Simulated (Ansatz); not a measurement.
The parent structure is NaCl in the rock salt structure (space group Fm-3m, No. 225; a = 5.696 Å).

Now apply this change: a hydrostatic pressure of 0.3 GPa.

All numbers come from PBE in Ansatz (plane waves to 420 eV, PAW, no spin-orbit coupling).

Base, band edges from the VBM (valence, conduction): X -0.57, 7.43; W -0.71, 8.68; L -0.25, 7.21; Γ 0.00, 5.00; K -0.47, 8.15; U -0.47, 8.15 eV.

### Question
Give the band edges at the high-symmetry points of the new zone, measured from its valence-band maximum.

### Answer
```json
[
 {"point": "Γ", "valence edge (eV)": "0.00", "conduction edge (eV)": "5.04"},
 {"point": "X", "valence edge (eV)": "-0.58", "conduction edge (eV)": "7.46"},
 {"point": "U", "valence edge (eV)": "-0.48", "conduction edge (eV)": "8.18"},
 {"point": "K", "valence edge (eV)": "-0.48", "conduction edge (eV)": "8.18"},
 {"point": "L", "valence edge (eV)": "-0.25", "conduction edge (eV)": "7.23"},
 {"point": "W", "valence edge (eV)": "-0.73", "conduction edge (eV)": "8.73"}
]
```

The gap is 5.04 eV, direct at Γ.

Load acts through the strain it causes; cell and atoms are relaxed under it. No phonon test of stability was made.

Ansatz is an electronic-structure program.
